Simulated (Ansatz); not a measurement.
SiC: uniaxial stress, 8 GPa compression along x

Take SiC (space group P6_3mc, No. 186; a = 3.078 Å, c = 10.076 Å) as the base. Axes: x lies along a and z along c of the hexagonal cell.

One thing is altered: uniaxial stress, 8 GPa compression along x, with the cell and atoms free to relax against it.

Computed with DFT with r2SCAN, PAW potentials and a 500 eV plane-wave cutoff in Ansatz (a quantum-chemistry and plane-wave program), no spin-orbit coupling. Settings: 12×12×4 k-points, 0.05 eV Fermi–Dirac smearing.

The space group changes from P6_3mc (No. 186) to Cmc2_1 (No. 36) and the shortest interatomic distance shrinks by 1.2 pm, from 188.3 pm to 187.1 pm. The energy rises by 3.9 meV/atom and the band gap drops by 0.17 eV (2.60 eV → 2.43 eV). The gap character is indirect, Γ → S and the smallest direct gap drops by 0.115 eV (3.78 eV → 3.66 eV). The valence-band top at Γ (three highest levels, from the VBM) changes from 0.00, 0.00, -0.05 eV to 0.00, -0.17, -0.21 eV and the strain response (xx, yy, zz) amounts to (−1.54, +0.31, +0.11) %. The secant Young's modulus along x amounts to 520 GPa and the mean lateral Poisson ratio comes out as 0.13.

Stability under load was not tested beyond the relaxation. k-point labels follow each cell's own Brillouin zone.
